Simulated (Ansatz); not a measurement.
Results of PBE (Ansatz, an electronic-structure program, plane waves, PAW) for CsCl-type CuZn.

Output (set-up and result lines):

```
Crystal: 2 atoms, lattice volume = 27.608 Å³
Basis set: ecut = 520 eV, 739 PW (Γ), exchange–correlation on 48×48×48 points (8 copies of the dense FFT grid, shifted against one another)
Bands: 20, of which v1, the nominal top of the filled ones, is band 16 counted from 1 (15 counted from 0)
Symmetry: 48 space group operations
Space group: Pm-3m (ITA 221), of the structure as read, at distance tolerance 3.0e-5 Å
k-points: 220 of 5832
Functional: x = pbe(κ = 0.804, μ = 0.2195149727645171), c = pbe(β = 0.06672455060314922)
SCF iter   1: F=—  HF=-9944.362754 eV  |F-HF|=—  |Δ(HF+E_count)|=         —  Δρ=1.69e-3  dr2=5.07e-4
SCF iter   2: F=—  HF=-9944.363277 eV  |F-HF|=—  |Δ(HF+E_count)|=   5.22e-4  Δρ=1.17e-3  dr2=2.82e-4
  ...
SCF iter   8: F=—  HF=-9944.363222 eV  |F-HF|=—  |Δ(HF+E_count)|=   6.98e-9  Δρ=3.52e-6  dr2=3.77e-9
SCF iter   9: F=-9944.363222 eV  HF=-9944.363222 eV  |F-HF|=4.18e-11  |Δ(HF+E_count)|=  8.17e-10  Δρ=3.75e-7  dr2=5.02e-11
SCF 1 converged in 9 iterations: F = -9944.363222 eV  dr2 = 5.02e-11
SCF converged after 9 iterations
Free energy (F): -9944.363222 eV
Internal energy: -9944.359761 eV  (E = F + TS)
E sigma→0 (E₀):  -9944.361492 eV
Fermi energy:    13.131315 eV
--- Forces (eV/Å), atoms counted from 1 ---
  atom   1  Zn     0.00000000    -0.00000000     0.00000000
  atom   2  Cu    -0.00000000     0.00000000    -0.00000000
--- Stress (GPa, compression-positive) ---
       -5.776589       0.000000       0.000000
       -0.000000      -5.776589       0.000000
        0.000000       0.000000      -5.776589
  P = ⅓ Tr σ = -5.7766 GPa (-57.766 kbar)
```

Write an input file that produces this run.

One answer among several that fit: 
Ansatz 0.2 input:
```yaml
crystal:
  lattice:
    - [3.0223559404, 0.0, 0.0]
    - [0.0, 3.0223559404, 0.0]
    - [0.0, 0.0, 3.0223559404]
  atoms:
    - { symbol: Zn, position: [0.5, 0.5, 0.5] }
    - { symbol: Cu, position: [0.0, 0.0, 0.0] }
basis:
  ecutwfc: 520
  ecutrho_ratio: 4
  xc_grid: 2
kpoints:
  mp_grid: { grid: [18, 18, 18] }
hamiltonian:
  xc: pbe
  dispersion: none
  pseudopotentials: { kind: paw }
scf:
  occupations: { method: fermi_dirac, width: 0.05 }
  convergence: { dr2_threshold: 0.0000000002 }
output:
  forces: true
  stress: true
  eigenvalues: true
```

The cell is one volume of an energy–volume scan, off the minimum.

It cost roughly 8 core-seconds of CPU time.
